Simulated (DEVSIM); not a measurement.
Device: abrupt Si n-p junction, at 250 K.

```csv
layer (left to right),material,thickness (μm),Nd (cm⁻³),Na (cm⁻³),τn (s),τp (s)
1,Si,0.330,2.7e16,-,3.6e-6,3.6e-6
2,Si,0.800,-,3e15,3.6e-6,3.6e-6
```

Left contact: ohmic. Right contact: ohmic. Voltage is applied to the left contact. Recombination: SRH at mid-gap, radiative, Auger. Mobility is constant in doping.

This is a model device: material constants are rounded textbook-type values typed into the input, and sizes, dopings and lifetimes were drawn at random. Values at 300 K; Nc and Nv go as T^1.5, mobilities as T to minus their exponent, the gap by Varshni's rule with the affinity fixed.

```
parameter               Si
----------------  --------
gap (eV)             1.124
affinity (eV)         4.05
permittivity          11.7
Nc (cm⁻³)          2.86e19
Nv (cm⁻³)           3.1e19
μn (cm²/Vs)           1417
μp (cm²/Vs)            470
T exponent of μn       2.3
T exponent of μp       2.2
B (cm³/s)          4.7e-15
Cn (cm⁶/s)         2.8e-31
Cp (cm⁶/s)         9.9e-32
Varshni α (eV/K)  0.000473
Varshni β (K)          636
```

DEVSIM, 1D drift-diffusion, Boltzmann statistics, complete ionisation; no tunnelling, impact ionisation, image-force lowering or self-heating.

The thickness of layer 2 was swept, all else fixed.

```json
[
 {"thickness of layer 2 (μm)": "0.16", "dark forward voltage at 100 A/cm² (V)": "0.669", "dark forward voltage at 1 A/cm² (V)": "0.553", "largest field in the device at zero bias (V/cm)": "40000"},
 {"thickness of layer 2 (μm)": "0.28", "dark forward voltage at 100 A/cm² (V)": "0.694", "dark forward voltage at 1 A/cm² (V)": "0.576", "largest field in the device at zero bias (V/cm)": "30000"},
 {"thickness of layer 2 (μm)": "0.48", "dark forward voltage at 100 A/cm² (V)": "0.715", "dark forward voltage at 1 A/cm² (V)": "0.604", "largest field in the device at zero bias (V/cm)": "26000"},
 {"thickness of layer 2 (μm)": "0.8", "dark forward voltage at 100 A/cm² (V)": "0.730", "dark forward voltage at 1 A/cm² (V)": "0.622", "largest field in the device at zero bias (V/cm)": "25000"},
 {"thickness of layer 2 (μm)": "1.4", "dark forward voltage at 100 A/cm² (V)": "0.745", "dark forward voltage at 1 A/cm² (V)": "0.636", "largest field in the device at zero bias (V/cm)": "25000"},
 {"thickness of layer 2 (μm)": "2.4", "dark forward voltage at 100 A/cm² (V)": "0.762", "dark forward voltage at 1 A/cm² (V)": "0.647", "largest field in the device at zero bias (V/cm)": "25000"},
 {"thickness of layer 2 (μm)": "4", "dark forward voltage at 100 A/cm² (V)": "0.781", "dark forward voltage at 1 A/cm² (V)": "0.656", "largest field in the device at zero bias (V/cm)": "25000"}
]
```

From the first row to the last the dark forward voltage at 100 A/cm² goes from 0.669 to 0.781. From the first row to the last the dark forward voltage at 1 A/cm² goes from 0.553 to 0.656.
